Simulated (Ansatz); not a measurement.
Take WC (space group P-6m2, No. 187; relaxed with 0.1 eV smearing) as the base.

```xyz
2
Lattice="2.8991 0.0000 0.0000 -1.4496 2.5107 0.0000 0.0000 0.0000 2.8268" Properties=species:S:1:pos:R:3 pbc="T T T"
W      0.0000     0.0000     0.0000
C      0.0000     1.6738     1.4134
```

Cartesian axes are those of the cell as printed.

Level of theory: PBEsol, PAW, 420 eV (Ansatz, a quantum-chemistry and plane-wave program; scalar-relativistic without spin-orbit coupling).

Perturbation: uniaxial strain ε_xx = −2.50 %, all other strain components held at zero, atoms relaxed at fixed cell.

Task: Predict the stress tensor and what it implies for the stiffness.

Result: Stress of the strained cell less that of the base (GPa, compression positive):
```
   20.1     0.0     0.0
    0.0     6.4     0.0
    0.0     0.0     4.9
```

Then −Δσ_ii/ε with ε = -0.0250 gives secant stiffness values (nonlinear terms included at this strain): C11 ≈ 804 GPa, C12 ≈ 256 GPa and C13 ≈ 198 GPa.

As a check, the harmonic strain energy −½ V₀ Δσ:ε is 16 meV/atom; the computed energy rise is 16 meV/atom.

No phonon test of stability was made. All final runs are without spin polarisation.
